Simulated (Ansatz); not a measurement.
**Several settings converged on SbAs (R3m, 2 atoms in the cell)**

```xyz
2
Lattice="2.0266 1.1701 3.7054 -2.0266 1.1701 3.7054 0.0000 -2.3401 3.7054" Properties=species:S:1:pos:R:3 pbc="T T T"
Sb     0.0000     0.0000     2.5468
As     0.0000     0.0000     8.5695
```

Base method: LDA (PW92), default PAW files made with PBE (plane waves; Ansatz, a quantum-chemistry and plane-wave program).

Base settings: basis.ecutwfc = 420 eV; kpoints.mp_grid.grid = 10 10 10; hamiltonian.xc = lda; hamiltonian.pseudopotentials = {kind: paw} (the program's default PAW files); scf.occupations.method = fermi_dirac; scf.occupations.width = 0.1 eV.

Core times come from one kind of shared machine, to one figure; runs under 30 s give none.

**Zone-centre phonons against the cutoff**

In this ladder: phonons.method = dfpt.

The mesh stays at the base's, so the ladder's end is converged at best in this setting alone.

Frequencies are those of the unrelaxed cell, without the LO-TO term of polar crystals.

Only quantities that move along the ladder and can be compared are tabulated.

```csv
basis.ecutwfc,highest zone-centre frequency (cm⁻¹),core time / last (rough)
210 eV,209.0,0.2
250 eV,185.2,0.2
295 eV,185.7,0.4
355 eV,187.5,0.5
420 eV,187.4,0.5
505 eV,187.4,0.8
630 eV,187.4,1
```

Coarsest basis.ecutwfc that holds the highest zone-centre frequency within 10 cm⁻¹ of the last step, with all finer ones: 250 eV, at about 0.2 of the last step's time; the step before is off by 22 cm⁻¹.

**The force threshold of a relaxation**

On SbAs (R3m, 2 atoms in the cell): one atom moved by 0.15 angstrom.

In this ladder: relax = atoms.

The mesh stays at the base's, so the ladder's end is converged at best in this setting alone.

Only quantities that move along the ladder and can be compared are tabulated.

| relax.f_tol | free energy less the last step's (meV/atom) | largest force left (eV/Å) | relaxation steps |
|---|---|---|---|
| 0.2 eV/Å | 1.11 | 0.1562 | 3 |
| 0.1 eV/Å | 0.00 | 0.0004 | 4 |
| 0.05 eV/Å | 0.00 | 0.0012 | 5 |
| 0.03 eV/Å | 0.00 | 0.0016 | 5 |
| 0.02 eV/Å | 0.00 | 0.0018 | 5 |
| 0.01 eV/Å | 0.00 | 0.0021 | 5 |
| 0.005 eV/Å | 0.00 | 0.0022 | 5 |
| 0.002 eV/Å | 0.00 | 0.0005 | 6 |
| 0.001 eV/Å | 0.00 | 0.0009 | 6 |

Coarsest relax.f_tol that holds the free energy within 0.05 meV/atom of the last step, with all finer ones: 0.1 eV/Å; the step before is off by 1.1 meV/atom.

Coarsest relax.f_tol that holds the largest force left within 0.005 eV/Å of the last step, with all finer ones: 0.1 eV/Å; the step before is off by 0.16 eV/Å.

On the base run: the starting cell comes from a database of computed structures (which also holds hypothetical and non-ambient phases and stackings), without a prior relaxation at this level. Its lattice was rescaled by up to half a per cent. The run gives no clean gap (levels at the Fermi energy touch, overlap or are partly filled at this smearing), which alone does not show that the compound is a metal.

Keys are those of Ansatz 0.2.
